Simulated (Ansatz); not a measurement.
zincblende InP (F-43m) under hydrostatic pressure

Cell and atoms are relaxed with PBEsol to each stress (compression positive); bands and masses by PBEsol with spin-orbit coupling, rigid bands (plane waves, PAW; Ansatz, a quantum-chemistry and plane-wave program).

InP has the cubic space group F-43m (No. 216), the zinc blende structure, Pearson symbol cF8. Conventional cell: a = b = c = 5.8783 Å, α = β = γ = 90.00°. In on 4a sees 4 P at 2.545 Å (tetrahedral). P on 4d is coordinated by 4 In at 2.545 Å (tetrahedral). (Neighbours: up to the widest gap in distance over summed covalent radii, below 1.35, at either atom; cation-cation and far metal-metal contacts left out.)
(The calculation used a cell of 2 atoms; values per cell refer to that cell.)

```tsv
stress (GPa)	ln(V/V₀) (%)	gap (eV)	mean mₑ*
-2.00	3.23	0.369	-
0	0	0.542	0.056
2.00	-2.81	0.692	0.067
5.00	-6.45	0.886	0.081
10.00	-11.50	1.148	0.099
```

 Masses are conductivity masses at 300 K in electron masses, harmonic means over x, y and z.

Q: Estimate the bulk modulus from the two loads next to zero.

A: B ≈ −Δp/Δln V = 4.00 GPa/6.04 % = 66 GPa (PBEsol), a mean over this interval.

Q: How fast does the gap move on either side of zero load?

A: Under tension, (0.369 − 0.542) eV over -2.00 GPa = 87 meV/GPa, or about -5.4 eV per unit ln V; under compression, (0.692 − 0.542) eV over 2.00 GPa = 75 meV/GPa, or about -5.3 eV per unit ln V. The two slopes part by 12 meV/GPa; gaps are resolved to about 0.01 eV, which allows 10 meV/GPa, so they differ.

Masses are those of dilute carriers in rigid bands with one relaxation time, without polarons. Third decimals of gaps are kept for the arithmetic. Every relaxation keeps the zincblende phase (space group F-43m under this load), so a transition, a distortion that breaks the symmetry or fracture can't show.
